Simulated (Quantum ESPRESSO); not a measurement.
Quick settings and what they miss: Al₂O₃ (R-3c, 10 atoms in the cell)

Self-consistent single point.

```
CELL_PARAMETERS angstrom
      2.41285    -1.39306     4.39088
      0.00000     2.78611     4.39088
     -2.41285    -1.39306     4.39088
ATOMIC_POSITIONS crystal
  Al 0.14790 0.14790 0.14790
  Al 0.85210 0.85210 0.85210
  Al 0.35210 0.35210 0.35210
  Al 0.64790 0.64790 0.64790
  O  0.94386 0.55614 0.25000
  O  0.05614 0.44386 0.75000
  O  0.25000 0.94386 0.55614
  O  0.75000 0.05614 0.44386
  O  0.55614 0.25000 0.94386
  O  0.44386 0.75000 0.05614
```

Method of the run: PBE, GBRV 1.5 ultrasoft (PBE) pseudopotentials (plane waves; Quantum ESPRESSO).

Base settings: ecutwfc = 40 Ry; ecutrho = 200 Ry; occupations = fixed; potentials = {Al: al_pbe_v1.uspp.F.UPF, O: o_pbe_v1.2.uspp.F.UPF}; K_POINTS = automatic 7 7 7 0 0 0; nbnd = 32; conv_thr = 1e-09 Ry; mixing_beta = 0.5.

Tight run (finer mesh or higher cutoff; not a proven limit): ecutwfc: 40 Ry → 56 Ry; ecutrho: 200 Ry → 280 Ry; conv_thr: 1e-09 Ry → 7.3e-11 Ry; K_POINTS: automatic 7 7 7 0 0 0 → automatic 10 10 10 0 0 0. It gave top of the valence band (on the code's own zero) 7.19 eV; gap on the k-point mesh 5.73 eV; pressure -1.53 GPa; largest force (vector length) 0.024 eV/Å.

Quick runs, as changes from the base:
- A: the base itself
- B: ecutwfc: 40 Ry → 28 Ry; ecutrho: 200 Ry → 140 Ry; K_POINTS: automatic 7 7 7 0 0 0 → automatic 8 8 8 0 0 0
- C: ecutwfc: 40 Ry → 24 Ry; ecutrho: 200 Ry → 120 Ry; conv_thr: 1e-09 Ry → 7.3e-06 Ry; pseudopotentials: {Al: al_pbe_v1.uspp.F.UPF, O: o_pbe_v1.2.uspp.F.UPF} → {Al: al_lda_v1.uspp.F.UPF, O: o_lda_v1.2.uspp.F.UPF}; K_POINTS: automatic 7 7 7 0 0 0 → automatic 6 6 6 0 0 0 [LDA (PZ)]
- D: ecutwfc: 40 Ry → 32 Ry; ecutrho: 200 Ry → 160 Ry; occupations: fixed → smearing; nbnd: 32 → default; conv_thr: 1e-09 Ry → 7.3e-05 Ry; K_POINTS: automatic 7 7 7 0 0 0 → automatic 6 6 6 0 0 0; smearing: default → fermi-dirac; degauss: default → 0.019992 Ry
- E: ecutwfc: 40 Ry → 20 Ry; ecutrho: 200 Ry → 100 Ry; occupations: fixed → smearing; nbnd: 32 → default; K_POINTS: automatic 7 7 7 0 0 0 → automatic 2 2 2 1 1 1; smearing: default → methfessel-paxton; degauss: default → 0.0147 Ry
- F: ecutwfc: 40 Ry → 24 Ry; ecutrho: 200 Ry → 120 Ry; conv_thr: 1e-09 Ry → 7.3e-05 Ry; K_POINTS: automatic 7 7 7 0 0 0 → automatic 3 3 3 0 0 0

Dashes: energy of C, another energy zero; time of C, D, E, F, under 30 s; gap of E, left out as unsure on this mesh or at this smearing.

Gaps are read on each run's own mesh, which may miss the band edges.

† marks runs with another functional, U, potentials or spin treatment: their distance from the tight run is not a convergence error alone.

The count of work is k-points × plane waves × bands × iterations; it is no time. Core times come from one kind of shared machine and are given to one figure; runs under 30 s give none.

The starting cell comes from a database of computed structures (which also holds hypothetical and non-ambient phases and stackings), without a prior relaxation at this level. Its lattice was rescaled by a random factor within 2.5 % of one.

| run | energy less tight (meV/atom) | pressure less tight (GPa) | largest miss in a force vector (eV/Å) | gap on the mesh less tight (eV) | count of work / tight | core time / tight (rough) |
|---|---|---|---|---|---|---|
| A | 5.0 | 0.20 | 0.001 | 0.000 | 0.19 | 0.2 |
| B | 157.5 | -18.19 | 0.027 | -0.024 | 0.16 | 0.2 |
| C† | – | -63.49 | 0.267 | -0.194 | 0.035 | – |
| D | 36.0 | -5.91 | 0.012 | -0.006 | 0.060 | – |
| E | 1804.7 | -118.61 | 0.134 | – | 0.0031 | – |
| F | 597.2 | -52.25 | 0.201 | -0.137 | 0.0066 | – |

Among the runs at the tight run's level, the energy misses run from 5.0 to 1804.7 meV/atom.
